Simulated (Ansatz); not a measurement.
## Ge (space group P6_3/mmc, No. 194; a cell from a computed database, its experimental status unchecked)

```
Ge
1.0
    4.00516     0.00000     0.00000
   -2.00258     3.46857     0.00000
    0.00000     0.00000    13.14138
Ge
8
Cartesian
  0.00000   0.00000   5.34578
  0.00000   0.00000   7.79560
  0.00000   0.00000  11.91647
  0.00000   0.00000   1.22491
  0.00000   2.31238   4.52259
  2.00258   1.15619   8.61879
  2.00258   1.15619  11.09328
  0.00000   2.31238   2.04810
```

The values are results of PBEsol, PAW, 420 eV (Ansatz, a program for electronic structure; no SOC), earlier PAW set, not measurements. k-mesh 10×10×3 (Γ-centred); smearing 0.05 eV (Fermi–Dirac).

The volume per atom comes out as 22.82 Å³. The density is 5.29 g/cm³, the band gap is zero and the total energy is -4253.496 eV/atom (σ→0; compares only within this code and set-up).

No phonon test of stability was made. Gaps under 0.05 eV, about the width of the smearing, are given as zero. This is not the structure that Ge has at room temperature and ambient pressure. The zero or small gap of Ge can change with the level of theory.
